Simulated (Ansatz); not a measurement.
The parent structure is Ir in the fcc (Cu type) structure (space group Fm-3m, No. 225).

```xyz
1
Lattice="0.0000 1.9152 1.9152 1.9152 0.0000 1.9152 1.9152 1.9152 0.0000" Properties=species:S:1:pos:R:3 pbc="T T T"
Ir     0.0000     0.0000     0.0000
```

Cartesian axes are those of the cell as printed.

Computed with PBEsol (Ansatz, a first-principles code, PAW, scalar-relativistic without spin-orbit coupling).

Base values:

- Pressure: 0.0 GPa
- Shortest interatomic distance: 2.709 Å

Now apply this change: uniaxial strain ε_yy = −1.29 %, all other strain components held at zero; the atoms relax in the strained cell.

Task: Estimate the effect on the energy relative to the base, pressure and shortest interatomic distance.

Result: The energy grows by 4.9 meV/atom; the pressure (mean of the normal stresses, compression positive) goes from zero to 5.2 GPa; the shortest interatomic distance decreases by 0.0174 Å to 2.691 Å.

Without a gap, meshes like the base's 21×21×21 leave anisotropic stresses uncertain by several tenths of a GPa, and small strain energies with them. Whether these cells are dynamically stable was not tested. All final runs are without spin polarisation.
